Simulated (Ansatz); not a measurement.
```
CELL_PARAMETERS angstrom
      0.00000     2.20064     2.20064
      2.20064     0.00000     2.20064
      2.20064     2.20064     0.00000
ATOMIC_POSITIONS crystal
  Hf 0.00000 0.00000 0.00000
  N  0.50000 0.50000 0.50000
```

No spin polarisation.

The values are results of Ansatz (a first-principles code) LDA, scalar-relativistic without spin-orbit coupling, not measurements. k-mesh 22×22×22 (Γ-centred); smearing 0.1 eV (Fermi–Dirac).

### Question
What is the computed pressure?

### Answer
15.0 GPa.

### Question
What is the computed band gap?

### Answer
Zero.

### Question
Predict the space group.

### Answer
Fm-3m (No. 225).

The cells carry an imposed strain or load. Whether these cells are dynamically stable was not tested. All final runs are without spin polarisation. The cell was made from HfN in the rock salt structure (space group Fm-3m, No. 225) by this change: isotropic strain −1.50 %.
